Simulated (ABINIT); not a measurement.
ABINIT run on CuI (F-43m, 2 atoms in the cell): self-consistent single point.

Method of the run: LDA (PW92), PAW (JTH v2.0 LDA PAW) (plane waves; ABINIT 10.0.3).

```
CuI
1.0
    0.00000     3.02500     3.02500
    3.02500     0.00000     3.02500
    3.02500     3.02500     0.00000
Cu I
1 1
Direct
  0.00000   0.00000   0.00000
  0.25000   0.25000   0.25000
```

Reference input (self-consistent single point, DFT, PBE, plane waves, PAW (JTH v2.0 PBE PAW)): pseudos = [Cu.GGA_PBE-JTH.xml, I.GGA_PBE-JTH.xml]; ecut = 30 Ha; pawecutdg = 60 Ha; pawxcdev = 0; ixc = 11; occopt = 3; tsmear = 0.00036749 Ha; ngkpt = 5 5 5; nshiftk = 1; shiftk = 0 0 0; potentials = JTH v2.0 PBE PAW; nband = 18. This run's input differs from it in these lines:

```diff
@@ -1,4 +1,4 @@
-# CuI, JTH v2.0 PBE PAW
+# CuI, JTH v2.0 LDA PAW
 pp_dirpath "./"
-pseudos "Cu.GGA_PBE-JTH.xml, I.GGA_PBE-JTH.xml"
+pseudos "Cu.LDA_PW-JTH.xml, I.LDA_PW-JTH.xml"
 acell 3*1.0
@@ -18,3 +18,3 @@
 pawxcdev 0
-ixc 11
+ixc 7
 occopt 3
```

Its files differ too (potentials: JTH v2.0 PBE PAW → JTH v2.0 LDA PAW).

The program printed (abridged):

```
--- !BeginCycle
solver: {iscf: 17, nstep: 100, nline: 4, wfoptalg: 10, }
tolerances: {toldfe: 1.00E-09, }
...

     iter   Etot(hartree)      deltaE(h)  residm     nres2
 ETOT  1  -205.68675826754    -2.057E+02 4.515E+01 1.508E+01
 ETOT  2  -210.00673780395    -4.320E+00 1.156E-01 8.874E+01
 ETOT  3  -209.91413029509     9.261E-02 3.018E-02 6.249E+00
 ETOT  4  -209.89933636105     1.479E-02 7.114E-03 2.619E+00
 ETOT  5  -209.89181305758     7.523E-03 2.417E-02 5.866E-01
   [... 6 lines left out ...]
 ETOT 12  -209.88982217922     1.104E-08 1.742E-06 1.532E-06
 ETOT 13  -209.88982217605     3.171E-09 5.526E-07 2.456E-07
 ETOT 14  -209.88982217597     7.759E-11 4.219E-07 9.222E-08
 ETOT 15  -209.88982217583     1.438E-10 1.346E-07 1.992E-08
 At SCF step   15, etot is converged :
  for the second time, diff in etot=  1.438E-10 < toldfe=  1.000E-09

 Cartesian components of stress tensor (hartree/bohr^3)
  sigma(1 1)=  1.28921721E-04  sigma(3 2)=  0.00000000E+00
  sigma(2 2)=  1.28921721E-04  sigma(3 1)=  0.00000000E+00
  sigma(3 3)=  1.28921721E-04  sigma(2 1)=  0.00000000E+00

 ----iterations are completed or convergence reached----

 reduced coordinates (array xred) for    2 atoms
       0.000000000000      0.000000000000      0.000000000000
       0.250000000000      0.250000000000      0.250000000000
 cartesian forces (eV/Angstrom) at end:
    1     -0.00000000000000    -0.00000000000000     0.00000000000000
    2      0.00000000000000    -0.00000000000000    -0.00000000000000
 frms,max,avg= 1.2360578E-28 1.5138554E-28   0.000E+00  0.000E+00  0.000E+00 e/A
   [... lines left out ...]
 Fermi (or HOMO) energy (hartree) =  -0.03574   Average Vxc (hartree)=  -0.33823
 Fermi (or HOMO) energy (eV) =  -0.97241   Average Vxc (eV)=  -9.20377
   [... lines left out ...]
'-kT*entropy'       :  4.07674090354187E-16
total_energy        : -2.09889776518706E+02
total_energy_eV     : -5.71139127714013E+03
...

-Cartesian components of stress tensor (GPa)         [Pressure= -3.7930E+00 GPa]
- sigma(1 1)=  3.79300735E+00  sigma(3 2)=  0.00000000E+00
- sigma(2 2)=  3.79300735E+00  sigma(3 1)=  0.00000000E+00
- sigma(3 3)=  3.79300735E+00  sigma(2 1)=  0.00000000E+00

 Calculation completed.
```

The run converged in 15 iterations. Against the reference run the pressure goes from 0.98 to -3.79 GPa and the gap on the mesh goes from 1.127 to 0.946 eV.

The starting cell has typed, rounded lattice constants, without a prior relaxation at this level. Spin-orbit coupling is off. With a pressure of about -4 GPa the cell is away from its equilibrium volume at this level.
